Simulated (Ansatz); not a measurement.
Consider WC (space group P-6m2, No. 187; a = 2.922 Å, c = 2.847 Å).

Computed with PBE/PAW in Ansatz (a quantum-chemistry and plane-wave program), no spin-orbit coupling.

Base values:

The lattice parameter a is 2.922 Å.

It is then changed as follows: cell and atoms relaxed at a pressure of 60 GPa.

Task: Estimate the effect on the lattice parameter a.

Result: The lattice parameter a shrinks by 0.125 Å (2.922 Å → 2.797 Å).

Load acts through the strain it causes; cell and atoms are relaxed under it. Whether these cells are dynamically stable was not tested. Competing high-pressure phases were not computed. All final runs are without spin polarisation.
